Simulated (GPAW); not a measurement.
Band structure of SbPt (P6_3/mmc, 4 atoms in the cell).

```
CELL_PARAMETERS angstrom
      4.14527     0.00000     0.00000
     -2.07264     3.58991     0.00000
      0.00000     0.00000     5.49655
ATOMIC_POSITIONS crystal
  Sb 0.66667 0.33333 0.75000
  Sb 0.33333 0.66667 0.25000
  Pt 0.00000 0.00000 0.50000
  Pt 0.00000 0.00000 0.00000
```

Level of theory: PBEsol, GPAW PAW datasets PBEsol (made by gpaw-setup) (plane waves; GPAW).

Settings: mode = pw; ecut = 550 eV; xc = PBEsol; kpts = 8 8 5; mesh shift (steps) = 0 0 0; occupations.name = fermi-dirac; occupations.width = 0.1 eV; nbands = -8; convergence.density = 1e-05 e/electron; symmetry.symmorphic = false; symmetry.tolerance = 0.0005; maxiter = 150; bandpath_npoints = 40.

The starting cell comes from a database of computed structures (which also holds hypothetical and non-ambient phases and stackings), without a prior relaxation at this level. Its lattice was rescaled by a random factor within 2.5 % of one. Spin-orbit coupling is off. Spin polarisation is off.

Levels in eV from the Fermi level, bands 28 to 35:
```json
[
 {"point": "Γ", "28": "-2.14", "29": "-0.05", "30": "-0.05", "31": "0.72", "32": "2.33", "33": "2.42", "34": "3.58", "35": "3.58"},
 {"point": "M", "28": "-2.89", "29": "-2.65", "30": "-2.30", "31": "-2.12", "32": "-0.62", "33": "1.90", "34": "4.27", "35": "4.34"},
 {"point": "K", "28": "-2.23", "29": "-2.22", "30": "-2.22", "31": "-0.54", "32": "-0.54", "33": "0.73", "34": "0.73", "35": "2.84"},
 {"point": "A", "28": "-3.60", "29": "-1.17", "30": "-1.17", "31": "2.35", "32": "2.35", "33": "2.35", "34": "2.35", "35": "5.26"},
 {"point": "L", "28": "-3.18", "29": "-3.04", "30": "-3.04", "31": "0.38", "32": "0.38", "33": "1.74", "34": "1.74", "35": "3.96"},
 {"point": "H", "28": "-3.43", "29": "-2.14", "30": "-2.14", "31": "-1.75", "32": "-1.75", "33": "4.21", "34": "4.21", "35": "5.70"}
]
```

Bands cross the Fermi level along this path, so the cell is metallic at this level.
